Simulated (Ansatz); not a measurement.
Ru3AlB (model structure, started from the Ni3MgC type, Pm-3m, No. 221, 5 atoms in the cell) was calculated with LDA (Ansatz, a quantum-chemistry and plane-wave program, PAW).

Run with plane-wave cutoff 520 eV, 14×14×14 k mesh, Fermi–Dirac smearing 0.05 eV, no spin polarisation, scalar-relativistic PAW data made under PBE.

Cell (relaxed at this level):

```cif
data_AlBRu3
_chemical_formula_sum 'Al1 Ru3 B1'
_space_group_name_H-M_alt 'Pm-3m'
_space_group_IT_number 221
_space_group_name_Hall '-P 4 2 3'
_cell_length_a 3.98634
_cell_length_b 3.98634
_cell_length_c 3.98634
_cell_angle_alpha 90.000
_cell_angle_beta 90.000
_cell_angle_gamma 90.000
loop_
_atom_site_label
_atom_site_type_symbol
_atom_site_symmetry_multiplicity
_atom_site_Wyckoff_symbol
_atom_site_fract_x
_atom_site_fract_y
_atom_site_fract_z
_atom_site_occupancy
Al1 Al 1 a 0.00000 0.00000 0.00000 1
Ru1 Ru 3 c 0.00000 0.50000 0.50000 1
B1 B 1 b 0.50000 0.50000 0.50000 1
```

Give the computed bulk modulus.


- bulk modulus: 258 GPa

Note: the run has no spin polarisation, so it can have missed a magnetic state; the bulk modulus is −V dP/dV from two relaxed cells at ±2 % in volume; the relaxation could raise the start's symmetry but not lower it, so the cell can be a saddle point.

Static lattice: no zero-point or thermal effects.

A model structure was made by putting elements into a prototype or built by hand; it is no filed structure, need not be a known phase, and can be a saddle point held by its symmetry.
